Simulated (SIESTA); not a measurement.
A working SIESTA input for Rb₂LiRuCl₆ (P-3m1, 10 atoms in the cell) (DFT, GGA PBEsol, numerical atomic orbitals DZP, PseudoDojo PBEsol standard norm-conserving potentials (rewritten from UPF to PSML)):

```
# files in the folder: Rb.psml Li.psml Ru.psml Cl.psml (PseudoDojo PBEsol standard)
SystemName  Rb2LiRuCl6
SystemLabel rb2lirucl6

NumberOfAtoms                10
NumberOfSpecies              4
%block ChemicalSpeciesLabel
  1 37 Rb
  2 3 Li
  3 44 Ru
  4 17 Cl
%endblock ChemicalSpeciesLabel
LatticeConstant              1.0 Ang
%block LatticeVectors
     7.113250000    0.000000000    0.000000000
    -3.556625000    6.160255000    0.000000000
     0.000000000    0.000000000    6.053250000
%endblock LatticeVectors
AtomicCoordinatesFormat      Fractional
%block AtomicCoordinatesAndAtomicSpecies
     0.333333000    0.666667000    0.246760000  1
     0.666667000    0.333333000    0.753240000  1
     0.000000000    0.000000000    0.000000000  2
     0.000000000    0.000000000    0.500000000  3
     0.842520000    0.157480000    0.269010000  4
     0.157480000    0.842520000    0.730990000  4
     0.842520000    0.685040000    0.269010000  4
     0.157480000    0.314960000    0.730990000  4
     0.314960000    0.157480000    0.269010000  4
     0.685040000    0.842520000    0.730990000  4
%endblock AtomicCoordinatesAndAtomicSpecies

XC.functional                GGA
XC.authors                   PBEsol
PAO.BasisSize                DZP
PAO.EnergyShift              0.01 Ry
PAO.Polarization.NonPerturbative true
MeshCutoff                   400 Ry
%block kgrid.MonkhorstPack
    3   0   0  0.0
    0   3   0  0.0
    0   0   3  0.0
%endblock kgrid.MonkhorstPack
OccupationFunction           FD
ElectronicTemperature        100.0 meV
Spin                         polarized
%block DM.InitSpin
  1 +0.00
  2 +0.00
  3 +0.00
  4 +2.00
  5 +0.00
  6 +0.00
  7 +0.00
  8 +0.00
  9 +0.00
  10 +0.00
%endblock DM.InitSpin

MaxSCFIterations             150
SCF.Mixer.Method             Pulay
SCF.Mixer.Weight             0.1
SCF.Mixer.History            6
SCF.DM.Tolerance             1.0E-05
Diag.ParallelOverK           true
WriteForces                  true
Charge.Mulliken              end
```

The run converged in 19 iterations: free energy E − TS -7094.9305 eV; Fermi level (on the code's own zero) -5.22 eV; pressure -2.27 GPa; largest force (vector length) 0.149 eV/Å; size of the cell's spin moment 0.96 μB; site moments (μB, in the program's spheres or projections) Rb 0.00, Rb 0.00, Li 0.00, Ru 0.80, Cl 0.03, Cl 0.03, Cl 0.03, Cl 0.03, Cl 0.03, Cl 0.03. Each of these slips is then made, one at a time:

(1)
```diff
-Spin                         polarized
+Spin                         spin-orbit
-  1 +0.00
-  2 +0.00
-  3 +0.00
-  4 +2.00
-  5 +0.00
-  6 +0.00
-  7 +0.00
-  8 +0.00
-  9 +0.00
-  10 +0.00
+  1 0.00 0.00 0.00
+  2 0.00 0.00 0.00
+  3 0.00 0.00 0.00
+  4 2.00 0.00 0.00
+  5 0.00 0.00 0.00
+  6 0.00 0.00 0.00
+  7 0.00 0.00 0.00
+  8 0.00 0.00 0.00
+  9 0.00 0.00 0.00
+  10 0.00 0.00 0.00
```

(2)
```diff
-MaxSCFIterations             150
+MaxSCFIterations             3
+SCF.MustConverge             false
```

Task: How does each altered input end?

Result: 
(1) Spin-orbit coupling with scalar-relativistic potentials. The program stopped before any SCF iteration.

(2) An iteration limit that is too low, with the stop on failure switched off. The run ended unconverged after 3 iterations.

The starting cell comes from a database of computed structures (which also holds hypothetical and non-ambient phases and stackings), without a prior relaxation at this level. With one magnetic atom in the cell only a parallel order is possible. Values carry the incompleteness of an atom-centred basis. Without a gap this mesh is coarse (it stands for a supercell whose shortest vector is 18 Å).

Left out of this page: 5 runs of the series outside the window shown, repeating another row's setting, or not comparable.
